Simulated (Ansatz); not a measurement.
Take CdS in the zinc blende structure (space group F-43m, No. 216; a = 5.8778 Å) as the base. Axes: x, y, z lie along the cube axes.

Computed with Ansatz (a first-principles code), r2SCAN, PAW, cutoff 500 eV, spin-orbit coupling left out.

For the base:

| Item | Value |
|---|---|
| Band gap | 1.54 eV |
| Valence-band top at Γ | 0.00, 0.00, 0.00 eV |
| Shortest interatomic distance | 2.545 Å |

Now apply this change: a free-standing slab of 2 layers (4 atoms, 2 a layer) is cut normal to [110], with 15 Å of vacuum and the in-plane cell held at bulk.

### Question
Estimate the effect on the band gap, valence-band top at Γ, shortest interatomic distance and excess energy per area of both faces.

### Answer
The band gap increases by 0.93 eV, from 1.54 eV to 2.47 eV; the valence-band top at Γ (three highest levels, from the VBM) changes from 0.00, 0.00, 0.00 eV to 0.00, -0.70, -1.07 eV; the shortest interatomic distance shrinks by 0.085 Å (2.545 Å → 2.460 Å); the excess energy per area of both faces (slab less bulk energy over the cell's area: twice a surface energy) amounts to 0.79 J/m².

The excess energy carries the mismatch between the slab's and the bulk's meshes. No phonon test of stability was made.
